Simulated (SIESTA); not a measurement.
SIESTA run on Ti3Sn (P1, 4 atoms in the cell): self-consistent single point.

Method of the run: GGA PBEsol, numerical atomic orbitals DZP, PseudoDojo PBEsol standard norm-conserving potentials (rewritten from UPF to PSML) in SIESTA 5.4.2.

The change in words: lattice scaled by 0.98. Reference geometry:
```
Ti3Sn
1.0
    4.15693     0.00000     0.00000
    0.00000     4.15693     0.00000
    0.00000     0.00000     4.15693
Ti Sn
3 1
Cartesian
  2.05112   2.05381   0.01104
  0.00734   2.07166   2.02576
  2.13698   0.06047   2.12378
 -0.03851  -0.02901  -0.00365
```

Reference input (self-consistent single point, DFT, GGA PBEsol, numerical atomic orbitals DZP, PseudoDojo PBEsol standard norm-conserving potentials (rewritten from UPF to PSML)): XC.functional = GGA; XC.authors = PBEsol; potentials = PseudoDojo PBEsol standard; PAO.BasisSize = DZP; PAO.EnergyShift = 0.005 Ry; MeshCutoff = 300 Ry; kgrid.MonkhorstPack = 5 5 5; OccupationFunction = FD; ElectronicTemperature = 0.136 eV; MaxSCFIterations = 150; SCF.Mixer.Method = Pulay; SCF.Mixer.Weight = 0.25. This run's input differs from it in these lines:

```diff
@@ -12,5 +12,5 @@
 %block LatticeVectors
-     4.156930000    0.000000000    0.000000000
-     0.000000000    4.156930000    0.000000000
-     0.000000000    0.000000000    4.156930000
+     4.073791000    0.000000000    0.000000000
+     0.000000000    4.073791000    0.000000000
+     0.000000000    0.000000000    4.073791000
 %endblock LatticeVectors
```

Output, abridged:

```
        iscf     Eharris(eV)        E_KS(eV)     FreeEng(eV)     dDmax    Ef(eV) dHmax(eV)
   scf:    1    -6943.898350    -6979.127317    -6979.393874  1.240591 -5.697223  3.974026
   scf:    2    -6981.383556    -6980.396818    -6980.709054  0.122186 -6.052649  2.487050
   scf:    3    -6980.942240    -6980.756304    -6981.105270  0.102024 -6.288361  0.997843
   scf:    4    -6980.643646    -6980.737255    -6981.088304  0.054449 -6.291998  0.978319
   scf:    5    -6980.780581    -6980.778067    -6981.130123  0.027118 -6.295288  0.107853
   [... 6 lines left out ...]
   scf:   12    -6980.779728    -6980.779733    -6981.130919  0.000034 -6.305494  0.000172
   scf:   13    -6980.779733    -6980.779733    -6981.130919  0.000013 -6.305509  0.000109
   scf:   14    -6980.779735    -6980.779734    -6981.130919  0.000021 -6.305533  0.000038
   scf:   15    -6980.779735    -6980.779734    -6981.130919  0.000004 -6.305538  0.000018
SCF Convergence by DM+H criterion
max |DM_out - DM_in|         :     0.0000040379
max |H_out - H_in|      (eV) :     0.0000177674
SCF cycle converged after 15 iterations

Using DM_out to compute the final energy and forces

siesta: E_KS(eV) =            -6980.7797

siesta: E_KS - E_eggbox =     -6980.7797

siesta: Atomic forces (eV/Ang):
     1    0.236421    0.203770   -0.074543
     2   -0.012588   -0.012678    0.622240
     3   -0.801476   -0.423497   -0.571091
     4    0.577795    0.228130    0.025345
   Tot    0.000153   -0.004275    0.001951
   Max    0.801476
   Res    0.410778    sqrt( Sum f_i^2 / 3N )
   Max    0.801476    constrained

Stress tensor Voigt[x,y,z,yz,xz,xy] (kbar):      -38.84      -36.54      -42.06        1.39       -4.23        0.30
(Free)E + p*V (eV/cell)    -6979.4791
   [... lines left out ...]
siesta: FreeEng =     -6981.130919
   [... lines left out ...]
siesta:    -0.024240    0.000185   -0.002642
siesta:     0.000185   -0.022803    0.000870
siesta:    -0.002642    0.000870   -0.026254

siesta: Cell volume =         67.607711 Ang**3

siesta: Pressure (static):
siesta:                Solid            Molecule  Units
siesta:           0.00026610          0.00031037  Ry/Bohr**3
siesta:           0.02443232          0.02849663  eV/Ang**3
siesta:          39.14488499         45.65664119  kBar
```

The run converged in 15 iterations. Against the reference run the free energy hardly moves (within 1 meV/atom), the pressure goes from -3.77 to 3.91 GPa and the largest force goes from 0.891 to 1.071 eV/Å.

The starting cell comes from a database of computed structures (which also holds hypothetical and non-ambient phases and stackings), without a prior relaxation at this level. Its atoms were displaced at random from the sites of space group no. 221. For this run, on top of that: lattice scaled by 0.98. Spin polarisation is off. Values carry the incompleteness of an atom-centred basis. With a pressure of about 4 GPa the cell is away from its equilibrium volume at this level. Forces in this geometry exceed 1 eV/Å.

Cost on one core of a shared machine: roughly 80 s.
